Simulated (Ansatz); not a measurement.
**What biaxial strain −1.25 %, plane normal [111], relaxed out of plane does to Nb**

Consider Nb in the bcc (W type) structure (space group Im-3m, No. 229; a = 3.273 Å; relaxed with 0.1 eV smearing). Axes: x, y, z lie along the cube axes.

One thing is altered: biaxial strain −1.25 %, plane normal [111], relaxed out of plane (Cartesian); in-plane vectors clamped, the third vector and the atoms free.

Computed with PBEsol (Ansatz, an electronic-structure program; PAW; 420 eV plane waves; spin-orbit coupling left out). Γ-centred 28×28×28 mesh, Fermi–Dirac width 0.1 eV.

Volume per atom: 17.46 Å³ (base 17.53 Å³)
Space group: R-3m (No. 166) (base Im-3m (No. 229))
Shortest interatomic distance: 2.810 Å (base 2.834 Å)
Energy relative to the base (free energy F): +1.5 meV/atom
Pressure (mean of the normal stresses, compression positive): 0.8 GPa (base 0.0 GPa)
Band gap: zero (base zero)
Out-of-plane strain: +2.12 %
Ratio −ε⊥/ε∥: 1.70
Mean in-plane stress (compression positive): +1.1 GPa

No phonon test of stability was made. The final runs are not spin-polarised.
